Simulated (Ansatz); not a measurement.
For MoGe (model structure, from the WC type, P-6m2, No. 187), PBE-D3(BJ) (plane waves, PAW; Ansatz, an electronic-structure program) gives:

- lattice parameter a = 3.159 Å
- c axis length = 3.598 Å
- enthalpy of formation = -0.107 eV/atom

What does r²SCAN (plane waves, PAW; Ansatz) give for the same quantities?


- lattice constant a: 3.207 Å (increases by 1.5 %)
- lattice parameter c: 3.557 Å (falls by 1.1 %)
- formation enthalpy: -0.033 eV/atom (moves by +0.074 eV/atom)

Changes are worked out from the printed values.

Unless a cell is named, each level is at its own relaxed cell (PBE-D3(BJ) 15.54, r²SCAN 15.84 Å³/atom).

Ansatz's density-functional and Hartree–Fock values are scalar-relativistic unless marked +SOC, with PAW data made under PBE.

A model structure was made by putting elements into a prototype or built by hand; it is no filed structure, need not be a known phase, and can be a saddle point held by its symmetry.
